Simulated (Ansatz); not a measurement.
The starting structures come from a database of crystals and need not be the phases stable at ambient conditions.

# Evanescent states of Sr2CdWO6 (I4/m, not sure to be the ambient phase, 10 atoms a cell, 13.7 Å³ an atom, -2 GPa at this level) along the normal of (100)

Computed with PBEsol (plane waves, PAW; Ansatz, a program for electronic structure).

The gap is the functional's own. No spin-orbit coupling. Mid-gap values are interpolated on the energy grid.

Energies count from the valence-band top; κ is the least over a 6×4 mesh across the current.

```json
[
 {"E (eV)": "0.08", "κ (1/Å)": "0.153", "where": "off Γ"},
 {"E (eV)": "0.24", "κ (1/Å)": "0.196", "where": "off Γ"},
 {"E (eV)": "0.40", "κ (1/Å)": "0.226", "where": "off Γ"},
 {"E (eV)": "0.56", "κ (1/Å)": "0.249", "where": "off Γ"},
 {"E (eV)": "0.72", "κ (1/Å)": "0.267", "where": "off Γ"},
 {"E (eV)": "0.88", "κ (1/Å)": "…", "where": "off Γ"},
 {"E (eV)": "1.04", "κ (1/Å)": "…", "where": "off Γ"},
 {"E (eV)": "1.20", "κ (1/Å)": "…", "where": "off Γ"},
 {"E (eV)": "1.36", "κ (1/Å)": "…", "where": "off Γ"},
 {"E (eV)": "1.52", "κ (1/Å)": "…", "where": "off Γ"},
 {"E (eV)": "1.68", "κ (1/Å)": "…", "where": "off Γ"},
 {"E (eV)": "1.84", "κ (1/Å)": "…", "where": "off Γ"},
 {"E (eV)": "2.00", "κ (1/Å)": "…", "where": "off Γ"},
 {"E (eV)": "2.16", "κ (1/Å)": "…", "where": "off Γ"},
 {"E (eV)": "2.32", "κ (1/Å)": "…", "where": "off Γ"},
 {"E (eV)": "2.48", "κ (1/Å)": "0.305", "where": "off Γ"},
 {"E (eV)": "2.64", "κ (1/Å)": "0.293", "where": "off Γ"},
 {"E (eV)": "2.80", "κ (1/Å)": "0.274", "where": "off Γ"},
 {"E (eV)": "2.96", "κ (1/Å)": "0.232", "where": "off Γ"},
 {"E (eV)": "3.12", "κ (1/Å)": "0.077", "where": "off Γ"}
]
```

Question: Some entries are withheld; supply them.

Answer: 
- 0.88, κ (1/Å): 0.282
- 1.04, κ (1/Å): 0.294
- 1.20, κ (1/Å): 0.303
- 1.36, κ (1/Å): 0.311
- 1.52, κ (1/Å): 0.316
- 1.68, κ (1/Å): 0.320
- 1.84, κ (1/Å): 0.322
- 2.00, κ (1/Å): 0.321
- 2.16, κ (1/Å): 0.319
- 2.32, κ (1/Å): 0.313
